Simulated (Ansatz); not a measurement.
Band structure of V₆FeNi (Pm-3, 8 atoms in the cell).

```
CELL_PARAMETERS angstrom
      4.62972     0.00000     0.00000
      0.00000     4.62972     0.00000
      0.00000     0.00000     4.62972
ATOMIC_POSITIONS crystal
  V  0.00000 0.50000 0.74791
  V  0.00000 0.50000 0.25209
  V  0.74791 0.00000 0.50000
  V  0.25209 0.00000 0.50000
  V  0.50000 0.74791 0.00000
  V  0.50000 0.25209 0.00000
  Fe 0.50000 0.50000 0.50000
  Ni 0.00000 0.00000 0.00000
```

Method of the run: PBEsol, PAW files made with PBE (plane waves; Ansatz, a quantum-chemistry and plane-wave program).

Settings: basis.ecutwfc = 420 eV; kpoints.mp_grid.grid = 5 5 5; hamiltonian.xc = pbesol; hamiltonian.pseudopotentials = {kind: paw} (the program's default PAW files); scf.occupations.method = fermi_dirac; scf.occupations.width = 0.1 eV; kpoints.band_path.npoints = 8.

The starting cell comes from a database of computed structures (which also holds hypothetical and non-ambient phases and stackings), without a prior relaxation at this level. Spin polarisation is off.

Levels in eV from the Fermi level, bands 53 to 60:
| point | 53 | 54 | 55 | 56 | 57 | 58 | 59 | 60 |
|---|---|---|---|---|---|---|---|---|
| Γ | -1.08 | -1.08 | -1.08 | -0.85 | -0.85 | 0.48 | 0.48 | 0.72 |
| X | -0.32 | -0.30 | -0.25 | -0.19 | -0.06 | 0.07 | 0.42 | 0.48 |
| M | -0.89 | -0.23 | -0.15 | 0.21 | 0.32 | 0.39 | 0.89 | 0.90 |
| R | -0.74 | -0.51 | -0.51 | -0.51 | 0.67 | 0.67 | 0.67 | 1.13 |

Bands cross the Fermi level along this path, so the cell is metallic at this level.

Keys are those of Ansatz 0.2.
